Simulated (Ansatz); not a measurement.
## A computed series for Au: response to strain

The reference is Au in the fcc (Cu type) structure (space group Fm-3m, No. 225; a = 4.048 Å; relaxed with 0.1 eV smearing). Axes: x, y, z lie along the cube axes.

Strains are applied to the cell and any free atomic positions relax; under biaxial strain the out-of-plane vector relaxes too.

Calculations: DFT with LDA, PAW potentials and a 420 eV plane-wave cutoff in Ansatz (a program for electronic structure), no SOC.

```json
[
 {"biaxial strain, plane normal [111], relaxed out of plane (%)": "0", "out-of-plane strain (%)": "0.00"},
 {"biaxial strain, plane normal [111], relaxed out of plane (%)": "0.42", "out-of-plane strain (%)": "-0.56"},
 {"biaxial strain, plane normal [111], relaxed out of plane (%)": "0.83", "out-of-plane strain (%)": "-1.11"},
 {"biaxial strain, plane normal [111], relaxed out of plane (%)": "1.25", "out-of-plane strain (%)": "-1.69"},
 {"biaxial strain, plane normal [111], relaxed out of plane (%)": "1.67", "out-of-plane strain (%)": "-2.27"},
 {"biaxial strain, plane normal [111], relaxed out of plane (%)": "2.08", "out-of-plane strain (%)": "?"},
 {"biaxial strain, plane normal [111], relaxed out of plane (%)": "2.5", "out-of-plane strain (%)": "-3.44"}
]
```

Task: Fit ε⊥ = −νε + γε² (strains in %) to the rows shown and predict the withheld row.

Result: Least squares on the printed values gives ν = 1.32 (the biaxial Poisson response) and γ = -0.021 (largest residual 0.00 %); this predicts -2.84 %, and the run gives -2.85 %, in agreement.

Stability against distortions was not tested.
